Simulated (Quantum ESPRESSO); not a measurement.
A self-consistent single point of Cu (Fm-3m, 1 atom in the cell) with Quantum ESPRESSO.

Method of the run: PBE, PseudoDojo stringent norm-conserving (PBE) pseudopotentials (plane waves; Quantum ESPRESSO).

```
CELL_PARAMETERS angstrom
     -1.83129     0.00000     1.83129
      0.00000     1.83129     1.83129
     -1.83129     1.83129     0.00000
ATOMIC_POSITIONS crystal
  Cu 0.00000 0.00000 0.00000
```

Reference input (self-consistent single point, DFT, PBE, plane waves, PSlibrary ultrasoft (PBE) pseudopotentials): ecutwfc = 50 Ry; ecutrho = 300 Ry; occupations = smearing; smearing = cold; degauss = 0.0147 Ry; potentials = {Cu: Cu.pbe-dn-rrkjus_psl.1.0.0.UPF}; K_POINTS = automatic 20 20 20 1 1 1; conv_thr = 1e-11 Ry; mixing_beta = 0.3. This run's input differs from it in these lines:

```diff
@@ -13,4 +13,3 @@
   ntyp = 1,
-  ecutwfc = 50,
-  ecutrho = 300,
+  ecutwfc = 105,
   occupations = 'smearing',
@@ -24,3 +23,3 @@
 ATOMIC_SPECIES
-Cu    63.5460  Cu.pbe-dn-rrkjus_psl.1.0.0.UPF
+Cu    63.5460  Cu.upf
 ATOMIC_POSITIONS {angstrom}
```

Output (repeated stretches shortened):

```
     Self-consistent Calculation

     iteration #  1     ecut=   105.00 Ry     beta= 0.30

     total energy              =    -386.53516873 Ry
     estimated scf accuracy    <       0.27846949 Ry

     iteration #  2     ecut=   105.00 Ry     beta= 0.30

     total energy              =    -386.59265803 Ry
     estimated scf accuracy    <       0.00982453 Ry

     iteration #  3     ecut=   105.00 Ry     beta= 0.30

     total energy              =    -386.59283437 Ry
     estimated scf accuracy    <       0.00235408 Ry

   [... 8 blocks of this kind left out ...]

     iteration # 12     ecut=   105.00 Ry     beta= 0.30

     total energy              =    -386.59316417 Ry
     estimated scf accuracy    <          2.9E-11 Ry

     iteration # 13     ecut=   105.00 Ry     beta= 0.30
     End of self-consistent calculation

     Number of k-points >= 100: set verbosity='high' to print the bands.

     the Fermi energy is    16.2246 ev

!    total energy              =    -386.59316417 Ry
     estimated scf accuracy    <          2.8E-12 Ry
     smearing contrib. (-TS)   =       0.00001356 Ry
     internal energy E=F+TS    =    -386.59317773 Ry

     convergence has been achieved in  13 iterations

     Forces acting on atoms (cartesian axes, Ry/au):

     atom    1 type  1   force =     0.00000000    0.00000000    0.00000000

     Total force =     0.000000     Total SCF correction =     0.000000

          total   stress  (Ry/bohr**3)                   (kbar)     P=      -38.50
  -0.00026171  -0.00000000  -0.00000000          -38.50       -0.00       -0.00
  -0.00000000  -0.00026171  -0.00000000           -0.00      -38.50       -0.00
  -0.00000000  -0.00000000  -0.00026171           -0.00       -0.00      -38.50

   JOB DONE.
```

The run converged in 13 iterations. Against the reference run the pressure goes from -4.33 to -3.85 GPa.

The starting cell comes from a database of computed structures (which also holds hypothetical and non-ambient phases and stackings), without a prior relaxation at this level. Its lattice was rescaled by a random factor within 2.5 % of one. Spin polarisation is off. With a pressure of about -4 GPa the cell is away from its equilibrium volume at this level.

Cost on one core of a shared machine: roughly 4 min.
